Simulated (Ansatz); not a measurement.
ZrB2 under a change: uniaxial strain ε_zz = +1.00 %

Start from ZrB2 (space group P6/mmm, No. 191; a = 3.1714 Å, c = 3.5418 Å; relaxed with 0.1 eV smearing). Axes: x lies along a and z along c of the hexagonal cell.

The change: the cell is stretched by 1.00 % along z with no lateral relaxation; the atoms relax in the strained cell.

Calculations: Ansatz (a quantum-chemistry and plane-wave program), PBE, PAW, cutoff 420 eV, no spin-orbit coupling. Settings: 21×21×16 k-points, 0.1 eV Fermi–Dirac smearing.

- Volume per atom = 10.39 Å³ (base 10.28 Å³)
- Space group = P6/mmm (No. 191) (base P6/mmm (No. 191))
- Shortest interatomic distance = 1.831 Å (base 1.831 Å)
- Energy relative to the base (free energy F) = +1.4 meV/atom
- Band gap = zero (base zero)
- Stress (xx, yy, zz, yz, xz, xy; compression positive) = (-1.2, -1.2, -4.2, 0.0, 0.0, 0.0) GPa

Stability against distortions was not tested. The final runs are not spin-polarised.
